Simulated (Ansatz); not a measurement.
We consider TiTe2 (model structure, started from the rutile type, P4₂/mnm, No. 136, 6 atoms in the cell), described by PBEsol in Ansatz (plane waves, PAW).

Run with plane-wave cutoff 520 eV, 10×10×14 k mesh (along the axes of the cell as run), Fermi–Dirac smearing 0.05 eV, no spin polarisation, scalar-relativistic PAW data made under PBE.

Cell (relaxed at this level):

```cif
data_Te4Ti2
_chemical_formula_sum 'Ti2 Te4'
_space_group_name_H-M_alt 'P 1'
_space_group_IT_number 1
_cell_length_a 6.68651
_cell_length_b 6.68651
_cell_length_c 3.64127
_cell_angle_alpha 90.000
_cell_angle_beta 90.000
_cell_angle_gamma 90.000
loop_
_space_group_symop_operation_xyz
  'x, y, z'
loop_
_atom_site_label
_atom_site_type_symbol
_atom_site_fract_x
_atom_site_fract_y
_atom_site_fract_z
_atom_site_occupancy
Ti1 Ti 0.00000 0.00000 0.00000 1
Ti2 Ti 0.50000 0.50000 0.50000 1
Te1 Te 0.29346 0.29346 0.00000 1
Te2 Te 0.79346 0.20654 0.50000 1
Te3 Te 0.20654 0.79346 0.50000 1
Te4 Te 0.70654 0.70654 0.00000 1
```

### Question
Estimate the bulk modulus that the calculation returns.

### Answer

bulk modulus: 59.2 GPa

Note: the bulk modulus is −V dP/dV from two relaxed cells at ±2 % in volume; the relaxation could raise the start's symmetry but not lower it, so the cell can be a saddle point.

Spin–orbit coupling is not included; it can open a gap where bands touch, and shift volumes and moduli.

The computed numbers hold no vibrational or temperature effects.

Cost on a shared machine: very roughly 10 core-minutes.

A model structure was made by putting elements into a prototype or built by hand; it is no filed structure, need not be a known phase, and can be a saddle point held by its symmetry.

Ansatz is an electronic-structure program.
